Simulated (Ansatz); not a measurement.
Consider Ti3Al (space group P6_3/mmc, No. 194; a = 5.688 Å, c = 4.608 Å). Axes: x lies along a and z along c of the hexagonal cell.

Now apply this change: the cell is compressed by 2.20 % along z with no lateral relaxation, atoms relaxed at fixed cell.

Levels (all Ansatz, an electronic-structure program, PAW): PBEsol (420 eV, no spin-orbit coupling); r2SCAN (500 eV, without spin-orbit coupling).

The geometry is relaxed with PBEsol.

* **PBEsol pressure**: 3.0 GPa

### Question
Predict the pressure from r2SCAN.

### Answer
The pressure increases by 3.5 GPa to 6.5 GPa.

Single points use the geometry relaxed with PBEsol. Their cutoffs differ, which shifts pressures a little. The cells carry an imposed strain or load. No phonon test of stability was made. The final runs are not spin-polarised.
